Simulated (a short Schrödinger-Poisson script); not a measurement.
System: symmetric double-gate stack, SiO2 on p-type Si(111), at 300 K.

```tsv
layer	material	thickness (nm)	Na (cm⁻³)
1	SiO2	2.6	-
2	Si	14	3e15
3	SiO2	2.6	-
```

The device is made up for the run: typed textbook-type constants, with dimensions and the other settings drawn at random. SiO2: permittivity 3.9, conduction-band edge (eV) 3.15, gap (eV) 9, electron mass (mₑ) 0.5. Si: permittivity 11.7, conduction-band edge (eV) 0, gap (eV) 1.124, Nv at 300 K (cm⁻³) 3.1e19.

Channel valleys (confinement mass, in-plane density-of-states mass, number): Δ6 0.258, 0.358, 6. At the gates, both at one voltage, the conduction-band edge of layer 1 lies 3.54 eV − eVg above the Fermi level of the channel. Gaps are held at their typed values at every temperature. Mesh 0.03 nm at interfaces.

Solved with a short Schrödinger-Poisson script written for these runs: 1D Poisson equation in equilibrium, electrons quantum, Hartree (BenDaniel-Duke, 12 states a valley, the channel's in-plane mass for all, wave functions free to enter the dielectric), parabolic valleys, classical holes, full ionisation, no traps, pinning or gate leakage.

The same stack at other levels of the model or other numerical settings:

```tsv
run	sheet density of all electrons at Vg = 1.8 V (cm⁻²)	sheet density of all electrons at Vg = 0.6 V (cm⁻²)	capacitance of both gates at Vg = 1.8 V (μF/cm²)	rough cost against the base
base	1.95e13	3.28e12	2.29	about 1
electrons treated as classical, Boltzmann	?	3.82e12	2.55	0.04
electrons treated as classical, Fermi-Dirac	?	3.80e12	?	0.1
mesh six times as coarse	1.94e13	3.27e12	2.28	0.3
```

**Question.** Some entries are withheld; supply them.

**Answer.** 
- electrons treated as classical, Fermi-Dirac, capacitance of both gates at Vg = 1.8 V (μF/cm²): 2.46
- electrons treated as classical, Boltzmann, sheet density of all electrons at Vg = 1.8 V (cm⁻²): 2.22e13
- electrons treated as classical, Fermi-Dirac, sheet density of all electrons at Vg = 1.8 V (cm⁻²): 2.16e13

The classical rows ignore confinement, and Boltzmann statistics overrate the density once the band edge passes the Fermi level.
